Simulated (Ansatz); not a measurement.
**Response to strain in InP**

Base system: InP in the zinc blende structure (space group F-43m, No. 216; a = 5.9070 Å). Axes: x, y, z lie along the cube axes.

Strains are applied to the cell and any free atomic positions relax; under biaxial strain the out-of-plane vector relaxes too.

Level of theory: r2SCAN/PAW in Ansatz (an electronic-structure program), no SOC.

```json
[
 {"biaxial strain, plane normal [001], relaxed out of plane (%)": "0", "out-of-plane strain (%)": "0.00"},
 {"biaxial strain, plane normal [001], relaxed out of plane (%)": "0.5", "out-of-plane strain (%)": "-0.55"},
 {"biaxial strain, plane normal [001], relaxed out of plane (%)": "1", "out-of-plane strain (%)": "-1.10"},
 {"biaxial strain, plane normal [001], relaxed out of plane (%)": "1.5", "out-of-plane strain (%)": "-1.66"},
 {"biaxial strain, plane normal [001], relaxed out of plane (%)": "2", "out-of-plane strain (%)": "?"},
 {"biaxial strain, plane normal [001], relaxed out of plane (%)": "2.5", "out-of-plane strain (%)": "-2.79"},
 {"biaxial strain, plane normal [001], relaxed out of plane (%)": "3", "out-of-plane strain (%)": "-3.36"}
]
```

Question: Fit ε⊥ = −νε + γε² (strains in %) to the rows shown and predict the withheld row.

Answer: Least squares on the printed values gives ν = 1.09 (the biaxial Poisson response) and γ = -0.009 (largest residual 0.00 %); this predicts -2.22 %, and the run gives -2.22 %, in agreement.

No phonon test of stability was made.
